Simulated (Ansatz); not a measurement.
Defect migration in fcc Ag: Ta-vacancy pair (Ta on one host Ag site, one Ag site vacant), neutral cell. Computed with PBE, PAW (plane waves to 420 eV; Ansatz, a first-principles code).

Cell of 32 host sites held at the relaxed PBE lattice; a 2×2×2 k-point mesh shifted by half a step; Fermi-Dirac width 0.10 eV, spin-restricted; finite-size errors left in. No zero-point or tunnelling terms. Spin-orbit coupling is left out. Forms of the defect that were not tried may lie lower.

Barriers: single points on a 4×4×4 k-point mesh shifted by half a step at the bands' geometries (they differ from the bands' own by up to 0.33 eV, and are uncertain by about as much).

A. a nearby Ag atom hops onto the vacant site (Ta-vacancy distance between ideal sites 2.93 → 4.15 Å); the atom moves 2.85 Å along (0.00, -0.49, 0.48) of the unit cell; the moving atom starts with neighbours 2 Ag at 2.88, 2 Ag at 2.89, 2 Ag at 2.93, 4 Ag at 2.95, Ag at 2.98 Å and ends with 2 Ag at 2.87, 4 Ag at 2.92, 4 Ag at 2.96; Ta at 2.90 Å; the start lies 0.15 eV above the lowest site run; saddle order not checked, on a symmetry element.
B. direct exchange of Ta with the vacancy (Ta-vacancy distance between ideal sites 2.93 Å throughout); the atom moves 2.97 Å along (0.00, 0.51, 0.51) of the unit cell; the moving atom starts with neighbours 4 Ag at 2.88, Ag at 2.89, 6 Ag at 2.91 Å and ends with 4 Ag at 2.88, Ag at 2.89, 6 Ag at 2.91 Å; the start lies 0.15 eV above the lowest site run; saddle order not checked, on a symmetry element.

A band can be held on a symmetry element, so unchecked saddle points there may be too high.

Question: Order them by forward barrier (lowest first) at the level PBE, PAW.

Answer: A (0.50 eV), B (1.05 eV)
